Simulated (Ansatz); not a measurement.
Functionals compared on CO on the 1x1 (101) surface of anatase TiO2 (cut with top plane O), one in a 2x1 cell, started at the site 'top O #2', in Ansatz (plane waves, PAW). The structure was relaxed with PBE; the other rows are single points on it, each with its references at the same level. Cutoff 420 eV (500 eV for r2SCAN). HSE06 used the coarser mesh 2x3x1.

Host crystal: anatase TiO2, with a band gap (PBE, scalar-relativistic without spin-orbit coupling).

Slab: 38 atoms, 9.4 Å thick at the start under the adsorbate (thin: gaps and levels are the slab's own); k 3x4x1, smearing 0.01 eV, dipole-corrected; 14 atoms held, the rest relaxed; no symmetry held; no spin, no spin-orbit, no U, no dispersion correction. At the end it is bonded to Ti. In PBE it is, or lies within 0.03 eV of, the lowest of the starts that converged. These notes are the PBE run's. Adsorption energies are against CO(g). A negative adsorption energy means that the adsorbate is more stable on the surface than in its reference.

A dash marks a value that is undefined for that row or was read on another mesh.

| functional | adsorption energy (eV) | gap of the slab on its k-mesh (eV) | highest filled level below the top vacuum level (eV) | rough cost of the single point |
|---|---|---|---|---|
| PBE | -0.24 | 2.52 | 6.81 | – |
| RPBE | -0.06 | 2.56 | 6.69 | very roughly 3 core-minutes |
| r2SCAN | -0.35 | 2.88 | 7.19 | roughly 6 core-minutes |
| HSE06 | -0.26 | – | – | roughly 90 core-minutes |

Ansatz is a first-principles code.
